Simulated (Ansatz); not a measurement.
Results of r²SCAN0 (plane waves, PAW; Ansatz, an electronic-structure program) for MgS (model structure, started from the HgTe type, Fm-3m, No. 225, 6 atoms in the cell).

Run with plane-wave cutoff 520 eV, 9×9×4 k mesh (along the axes of the cell as run), Fermi–Dirac smearing 0.01 eV, scalar-relativistic PAW data made under PBE.

The cell is the one relaxed with PBEsol. Conventional cell: a = 5.1820 Å, b = 5.1820 Å, c = 5.1820 Å, α = 90.00°, β = 90.00°, γ = 90.00°.

```
CELL_PARAMETERS angstrom
      3.66421     0.00000     0.00000
     -1.83210     3.17329     0.00000
      0.00000     0.00000     8.97554
ATOMIC_POSITIONS crystal
  Mg 0.33332 0.33332 0.00000
  Mg 0.66668 0.00000 0.33333
  Mg 0.00000 0.66668 0.66667
  S  0.33335 0.33335 0.50000
  S  0.66665 0.00000 0.83333
  S  0.00000 0.66665 0.16667
```

Problem. List the 15 lowest band energies at Γ above −25 eV (eV, relative to the valence band maximum), grouping those that round alike.

Solution. At Γ: -14.41, -13.38 (×2), -4.28 (×2), -0.54 (×4), 0.00 (×3), 6.19, 7.00 (×2).

Note: the run warned that its exchange threshold was loose for the stress.

A model structure was made by putting elements into a prototype or built by hand; here it ended with the formula and space group of a phase in our tables.
